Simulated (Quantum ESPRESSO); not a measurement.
Quantum ESPRESSO is run on ScGa₃ (Pm-3m, 4 atoms in the cell), and the run fails. The aim is a self-consistent single point with DFT, PBEsol, plane waves, PseudoDojo standard norm-conserving (PBESOL) pseudopotentials.

Cell that was meant: a = 4.0950 Å, b = 4.0950 Å, c = 4.0950 Å, α = 90.00°, β = 90.00°, γ = 90.00°.

Part of the input:

```fortran
   A = 4.095000000,
   nat = 4,
   ntyp = 2,
   occupations = 'smearing',
   smearing = 'gauss',
   degauss = 0.0147,
/
```

The program printed (abridged):

```
 %%%%%%%%%%%%%%%%%%%%%%%%%%%%%%%%%%%%%%%%%%%%%%%%%%%%%%%%%%%%%%%%%%%%%%%%%%%%%%
     Error in routine set_cutoff (1):
      ecutwfc not set
 %%%%%%%%%%%%%%%%%%%%%%%%%%%%%%%%%%%%%%%%%%%%%%%%%%%%%%%%%%%%%%%%%%%%%%%%%%%%%%

     stopping ...
```

### Question
From the messages shown, name the fault and mend the input.

### Answer
The fault is no plane-wave cutoff. The cutoff has no default. To fix it, give the cutoff. The program stopped before any SCF iteration.

The sound input it was made from differs as follows (other fixes are possible):
```diff
+   ecutwfc = 80,
```

With that input, the run converged in 12 iterations: free energy E − TS -7550.1123 eV; Fermi level (on the code's own zero) 12.69 eV; pressure -2.41 GPa (DFT, PBEsol, plane waves, PseudoDojo standard norm-conserving (PBESOL) pseudopotentials).

On the sound input: the starting cell comes from a database of published, mostly measured structures (it also holds non-ambient and calculated ones), without a prior relaxation at this level.
